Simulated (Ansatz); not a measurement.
Partial pair distribution functions of a relaxed model of amorphous Si$_{24}$O$_{47}$F$_{2}$, broadened by 0.06 Å; density 2.04 g/cm³. Calculation: PBE, scalar-relativistic without spin-orbit coupling (plane waves to 420 eV, PAW; Ansatz, a program for electronic structure).

The cell was made by melting and quenching with the CHGNet potential and then relaxed with DFT. O and F atoms were pushed apart under 1.9 Å during the dynamics, to hinder bonds among them. The hot cell started wider than the set density and was brought back towards it in steps. It is the lowest in DFT energy of 2 quenches. It is a model cell: composition and starting density were chosen by hand, and all elements were melted together. No dispersion term was used. Its density started from a set value of 2.04 and ended at 2.04 g/cm³. Cooling (nominally 150 K/ps over its main leg) ran many orders faster than in experiment, which tends to leave more defects and strain. A cell of this size samples the disorder only roughly. The volume was held where the preparation left it, at a PBE pressure of -4.0 GPa (tension). Stress components on the final sampling reach 7.0 GPa.

```
r (Å)  g Si-O  g Si-F  g Si-Si  g O-O
-----  ------  ------  -------  -----
1.35     0.00    0.00     0.00   0.00
1.45     0.19    0.76     0.00   0.00
1.55     6.41    8.51     0.00   0.00
1.65    18.07    6.09     0.00   0.00
1.75     4.48    0.28     0.00   0.00
1.85     0.12    0.00     0.00   0.00
1.95     0.00    0.00     0.00   0.00
2.05     0.00    0.00     0.00   0.00
2.15     0.00    0.00     0.00   0.00
2.25     0.00    0.00     0.00   0.00
2.35     0.00    0.00     0.00   0.06
2.45     0.00    0.00     0.00   1.01
2.55     0.00    0.00     0.00   3.57
2.65     0.00    0.00     0.00   5.27
2.75     0.00    0.00     0.12   4.13
2.85     0.00    0.00     0.62   1.90
2.95     0.03    0.00     1.76   0.71
3.05     0.10    0.06     4.18   0.35
3.15     0.27    0.91     5.05   0.24
3.25     0.41    0.90     3.08   0.26
3.35     0.60    0.20     0.94   0.27
3.45     0.71    2.15     0.23   0.35
3.55     1.21    4.08     0.15   0.39
3.65     1.55    2.61     0.01   0.52
3.75     1.40    0.95     0.00   0.59
3.85     1.60    0.72     0.04   0.71
3.95     1.62    0.16     0.42   0.78
4.05     1.55    1.38     0.55   0.58
4.15     1.84    2.32     0.62   0.53
4.25     1.77    1.02     0.71   0.76
4.35     1.25    1.14     0.62   1.00
4.45     1.02    1.22     1.01   0.93
4.55     0.78    0.78     1.16   1.02
4.65     0.55    1.24     0.83   1.18
4.75     0.67    2.32     0.89   1.22
4.85     0.70    0.58     0.67   1.29
4.95     0.69    0.10     0.61   1.64
5.05     0.58    0.60     1.12   1.53
5.15     0.81    1.14     1.49   1.48
5.25     0.73    1.27     1.65   1.37
```

Within 1.92 Å each Si has 3.92 O neighbours on average.
